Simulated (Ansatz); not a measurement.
# Effect of uniaxial strain ε_zz = −3.00 % on Cd

Start from Cd in the hcp (Mg type) structure (space group P6_3/mmc, No. 194; a = 3.029 Å, c = 5.759 Å; relaxed with 0.1 eV smearing). Axes: x lies along a and z along c of the hexagonal cell.

Now apply this change: the cell is compressed by 3.00 % along z with no lateral relaxation; the atoms relax in the strained cell.

Computed with DFT with PBE, PAW potentials and a 420 eV plane-wave cutoff in Ansatz (a first-principles code), spin-orbit coupling left out. Γ-centred 22×22×10 mesh, Fermi–Dirac width 0.1 eV.

```tsv
quantity	base	changed	shift
volume per atom	22.89 Å³	22.20 Å³	-0.69 Å³
shortest interatomic distance	3.029 Å	3.029 Å	0.000 Å
energy relative to the base (free energy F)	0 meV/atom	+2.7 meV/atom	+2.7 meV/atom
pressure (mean of the normal stresses, compression positive)	0.0 GPa	1.1 GPa	+1.1 GPa
band gap	zero	zero	–
stress (xx, yy, zz, yz, xz, xy; compression positive)	–	(1.0, 1.0, 1.3, 0.0, 0.0, 0.0) GPa	–
```

Stability against distortions was not tested.
